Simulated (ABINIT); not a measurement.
Worked example: band-structure calculation of Ba (Cmcm, 2 atoms in the cell) in ABINIT.

Method of the run: PBEsol, norm-conserving pseudopotentials (PseudoDojo nc-sr-04 PBEsol standard) (plane waves; ABINIT 10.0.3).

Input:

```
# Ba, PseudoDojo nc-sr-04 PBEsol standard
pp_dirpath "./"
pseudos "Ba.upf"
acell 3*1.0 Angstrom
rprim
         2.1564860000   -3.9120800000    0.0000000000
         2.1564860000    3.9120800000    0.0000000000
         0.0000000000    0.0000000000    7.2692680000
natom 2
ntypat 1
znucl 56
typat 1 1
xcart
         4.0751679316   -2.2119137255   10.3026942349
         4.0751679316    2.2119137255    3.4342314116
ecut 762 eV
ixc -116133
occopt 7
tsmear 0.00999582
nband 15
kptopt 1
ngkpt 6 6 3
nshiftk 1
shiftk 0 0 0
nstep 50
toldfe1 1.0e-09
ndtset 2
prtden1 1
getden2 1
iscf2 -2
kptopt2 -11
ndivsm2 4
kptbounds2
       0.00000000  0.00000000  0.00000000  # G
       0.32596575  0.32596575  0.00000000  # X
       0.00000000  0.50000000  0.00000000  # S
       0.00000000  0.50000000  0.50000000  # R
       0.32596575  0.32596575  0.50000000  # A
       0.00000000  0.00000000  0.50000000  # Z
       0.00000000  0.00000000  0.00000000  # G
      -0.50000000  0.50000000  0.00000000  # Y
      -0.32596575  0.67403425  0.00000000  # X1
      -0.32596575  0.67403425  0.50000000  # A1
      -0.50000000  0.50000000  0.50000000  # T
      -0.50000000  0.50000000  0.00000000  # Y
nband2 19
nbdbuf2 2
tolwfr2 1.0e-12
prtwf 0
```

Output, abridged:

```
--- !BeginCycle
solver: {iscf: 7, nstep: 50, nline: 4, wfoptalg: 0, }
tolerances: {toldfe: 1.00E-09, }
...

     iter   Etot(hartree)      deltaE(h)  residm     vres2
 ETOT  1  -55.980854943082    -5.598E+01 4.229E-02 6.187E-01
 ETOT  2  -56.005626809908    -2.477E-02 3.061E-03 9.685E-02
 ETOT  3  -56.005670978060    -4.417E-05 1.374E-03 2.719E-03
 ETOT  4  -56.005675500582    -4.523E-06 8.510E-04 2.253E-04
 ETOT  5  -56.005676103102    -6.025E-07 3.531E-04 2.465E-05
 ETOT  6  -56.005676190382    -8.728E-08 3.605E-04 1.079E-06
 ETOT  7  -56.005676203778    -1.340E-08 2.056E-04 8.276E-08
 ETOT  8  -56.005676205949    -2.171E-09 1.327E-04 3.601E-09
 ETOT  9  -56.005676206313    -3.640E-10 1.179E-04 7.463E-10
 ETOT 10  -56.005676206375    -6.226E-11 1.048E-04 1.897E-11
 At SCF step   10, etot is converged :
  for the second time, diff in etot=  6.226E-11 < toldfe=  1.000E-09

 Cartesian components of stress tensor (hartree/bohr^3)
  sigma(1 1)=  9.03268043E-06  sigma(3 2)=  0.00000000E+00
  sigma(2 2)=  1.41761499E-05  sigma(3 1)=  0.00000000E+00
  sigma(3 3)=  1.64569425E-05  sigma(2 1)=  0.00000000E+00

   [... lines left out ...]
 Fermi (or HOMO) energy (hartree) =   0.16577   Average Vxc (hartree)=  -0.28479
total_energy        : -5.60056762063754E+01
-Cartesian components of stress tensor (GPa)         [Pressure= -3.8900E-01 GPa]
 Unit cell volume ucvol=  8.2769752E+02 bohr^3
   [... lines left out ...]
 Non-SCF case, kpt   60 ( -0.50000  0.50000  0.00000), residuals and eigenvalues=
  7.91E-13  4.72E-13  4.56E-13  9.17E-13  9.88E-13  8.23E-13  8.66E-13  4.92E-13
  3.79E-13  8.17E-13  9.21E-13  5.84E-13  6.15E-13  7.36E-13  9.31E-13  4.83E-10
  2.61E-09  2.46E-08  3.60E-08
 -8.9216E-01 -8.9204E-01 -3.5542E-01 -3.5325E-01 -3.4757E-01 -3.4577E-01
 -3.4412E-01 -3.4056E-01  1.4256E-01  1.4833E-01  1.6546E-01  1.8566E-01
  2.0144E-01  2.2634E-01  2.3746E-01  3.2877E-01  3.3370E-01  3.3758E-01
  3.4293E-01

 scprqt:  WARNING -
  nstep=   50 was not enough non-SCF iterations to converge;
  maximum residual=  2.615E-09 exceeds tolwfr=  1.000E-12

 ----iterations are completed or convergence reached----

 reduced coordinates (array xred) for    2 atoms
       0.649599997164      0.350399998467      0.749999997814
       0.350399998467      0.649599997164      0.249999997814

 Calculation completed.
```

The run ended unconverged in one of its stages. 

The starting cell comes from a database of computed structures (which also holds hypothetical and non-ambient phases and stackings), without a prior relaxation at this level. Its lattice was rescaled by a random factor within 2.5 % of one.
